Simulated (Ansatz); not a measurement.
Base system: SnO in the litharge type structure (space group P4/nmm, No. 129; a = 3.770 Å, c = 4.560 Å; layered, stacked along the Cartesian z axis). Axes: x, y, z lie along a, b, c of the conventional cell.

Computed with Kohn–Sham DFT with the PBEsol-D3(BJ) functional, run in Ansatz (a first-principles code) with PAW and 420 eV plane waves, scalar-relativistic without spin-orbit coupling.

Strains are applied to the cell and any free atomic positions relax; under biaxial strain the out-of-plane vector relaxes too.

One change was made to it. Results:

| quantity | base | after |
|---|---|---|
| pressure (mean of the normal stresses, compression positive) | 0.0 GPa | 1.3 GPa |
| volume per atom | 16.20 Å³ | 15.93 Å³ |
| band gap | zero | zero |

### Question
Name the change that was made.
A) biaxial strain −1.13 %, plane normal [001], relaxed out of plane
B) biaxial strain −2.87 %, plane normal [001], relaxed out of plane
C) tensor shear ε_yz = −2.47 %

### Answer
A, biaxial strain −1.13 %, plane normal [001], relaxed out of plane. For comparison, the pressure in the other runs: biaxial strain −2.87 %, plane normal [001], relaxed out of plane gives 4.0 GPa; tensor shear ε_yz = −2.47 % gives 0.2 GPa.

Without a gap, meshes like the base's 12×12×10 leave anisotropic stresses uncertain by several tenths of a GPa, and small strain energies with them. Whether these cells are dynamically stable was not tested. The final runs are not spin-polarised. A zero or small gap of SnO can be the functional's error rather than a property of the material.
